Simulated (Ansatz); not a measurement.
Start from HfN in the rock salt structure (space group Fm-3m, No. 225; a = 4.5480 Å).

Structures relaxed with Ansatz (a quantum-chemistry and plane-wave program) PBE, no SOC, earlier PAW set.

Base:

Simulated powder pattern, Co Kα, λ = 1.79026 Å (kinematic, ideal powder, no thermal factors, no anomalous dispersion; the 10 strongest lines at most, above 2 %, up to 2θ = 90°):

```
2θ (°)  I/Imax (%)    hkl
------  ----------  -----
39.86          100  (111)
46.36           67  (200)
67.65           45  (220)
81.50           45  (311)
85.97           17  (222)
```

After one change:

Simulated powder pattern, Co Kα, λ = 1.79026 Å (kinematic, ideal powder, no thermal factors, no anomalous dispersion; the 10 strongest lines at most, above 2 %, up to 2θ = 90°):

| 2θ (°) | I/Imax (%) |
|---|---|
| 39.81 | 100 |
| 46.30 | 67 |
| 67.56 | 45 |
| 81.38 | 45 |
| 85.83 | 17 |

### Question
What was done to the base?
(A) pressure 0.7 GPa
(B) pressure −1 GPa
(C) pressure 10 GPa
(D) pressure −2 GPa

### Answer
B, pressure −1 GPa. Its volume per atom is 11.80 Å³ against 11.76 Å³, and its space group is Fm-3m (No. 225).

Load acts through the strain it causes; cell and atoms are relaxed under it. Stability against distortions was not tested. Competing high-pressure phases were not computed. All final runs are without spin polarisation. An odd electron count without spin: HfN.
